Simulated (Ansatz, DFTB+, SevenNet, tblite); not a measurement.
**Wurtzite BN (high-pressure phase): properties by level of theory**

Reference values: lattice constant a 2.55 Å (measured, temperature not stated, not corrected to a static lattice; as tabulated in Doll et al. (2008), arXiv:0810.5476); lattice parameter c 4.2 Å (measured, temperature not stated, no zero-point or thermal correction; as tabulated in Doll et al. (2008), arXiv:0810.5476).

```
level (code)              lattice constant a (Å)  lattice parameter c (Å)
------------------------  ----------------------  -----------------------
DFTB cp2k-nonscc (DFTB+)                   2.610                    4.319
GFN2-xTB (tblite)                          2.570                    4.242
SevenNet-0                                 2.555                    4.224
rVV10 (Ansatz)                             2.564                    4.242
HSE06 (Ansatz)                             2.535                    4.191
```

Differences from the reference values (errors of the level alone only where the reference is corrected to a static lattice):

| level | lattice constant a (%) | lattice parameter c (%) |
|---|---|---|
| DFTB cp2k-nonscc | +2.35 | +2.83 |
| GFN2-xTB | +0.78 | +1.00 |
| SevenNet-0 | +0.20 | +0.57 |
| rVV10 | +0.55 | +1.00 |
| HSE06 | -0.59 | -0.21 |

Nearest: lattice constant a, not ranked (reference at room or unstated temperature); lattice parameter c, not ranked (reference at room or unstated temperature).

Machine-learned potentials (SevenNet-0) are trained on DFT data: a solid inside that data is no test of them.

Caveats: the method was fitted mainly to molecules (GFN2-xTB); the run uses a supercell at the zone centre in place of a k mesh (GFN2-xTB); this tight-binding set is not self-consistent in the charges (DFTB cp2k-nonscc). Ansatz's density-functional and Hartree–Fock values are scalar-relativistic unless marked +SOC, with PAW data made under PBE.

Differences are worked out from the printed values.

Ansatz is an electronic-structure program.
